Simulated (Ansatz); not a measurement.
## PdCl2 (P2₁/c, No. 14, 6 atoms in the cell; start mp-1018891)

Calculation: PBEsol+SOC (Ansatz, a quantum-chemistry and plane-wave program, PAW).

Run with plane-wave cutoff 520 eV, 8×8×6 k mesh (along the axes of the cell as run), Fermi–Dirac smearing 0.01 eV, PAW data made under PBE.

Cell (relaxed with PBE-D3(BJ)):

```cif
data_Cl4Pd2
_chemical_formula_sum 'Pd2 Cl4'
_space_group_name_H-M_alt 'P 1'
_space_group_IT_number 1
_cell_length_a 5.45483
_cell_length_b 3.95682
_cell_length_c 6.45513
_cell_angle_alpha 90.000
_cell_angle_beta 107.170
_cell_angle_gamma 90.000
loop_
_space_group_symop_operation_xyz
  'x, y, z'
loop_
_atom_site_label
_atom_site_type_symbol
_atom_site_fract_x
_atom_site_fract_y
_atom_site_fract_z
_atom_site_occupancy
Pd1 Pd 0.00000 0.00000 0.50000 1
Pd2 Pd 0.00000 0.50000 0.00000 1
Cl1 Cl 0.25674 0.25493 0.31618 1
Cl2 Cl 0.74326 0.74507 0.68382 1
Cl3 Cl 0.74326 0.75493 0.18382 1
Cl4 Cl 0.25674 0.24507 0.81618 1
```

```json
{
  "band_gap": "0.47 eV (indirect)",
  "smallest_direct_gap_on_the_k_points_sampled": "0.82 eV",
  "direct gap at Γ": "1.40 eV"
}
```

Note: cell and atoms aren't relaxed at this level (pressure -1.7 GPa).

Computed values are for the static lattice.

The result took very roughly 14 core-minutes.

A start named mp-… is a Materials Project structure, which need not be a measured phase.
